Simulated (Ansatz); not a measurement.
# Hypothetical zinc blende PbS, pressure series

Start from PbS in the zinc blende structure (space group F-43m, No. 216; a = 6.648 Å; a hypothetical phase, not in the database extracts checked).

Cell and atoms are relaxed at each pressure.

Calculations: PBE in Ansatz (plane waves to 420 eV, PAW, no spin-orbit coupling).

```
P (GPa)  V (Å³/atom)
-------  -----------
-2.00         39.193
-1.01         37.857
0.30          36.414
0.70          36.027
1.49          35.316
3.00          34.130
5.00          32.815
7.51          31.449
10.01         30.312
```

Problem. Fit a third-order Birch–Murnaghan equation of state.

Solution. Least squares on P(V) = (3B₀/2)[(V₀/V)^(7/3) − (V₀/V)^(5/3)]·[1 + (3/4)(B₀′ − 4)((V₀/V)^(2/3) − 1)] gives V₀ = 36.72 Å³/atom, B₀ = 35 GPa and B₀′ = 4.1.

Between the base and pressure 3 GPa the gap moves from 0.84 eV to 0.66 eV, a mean slope of -62 meV/GPa.

With Pb present, leaving out spin-orbit coupling can change the band edges. Load acts through the strain it causes; cell and atoms are relaxed under it. No phonon test of stability was made. No other phases were tried under pressure.

Ansatz is an electronic-structure program.
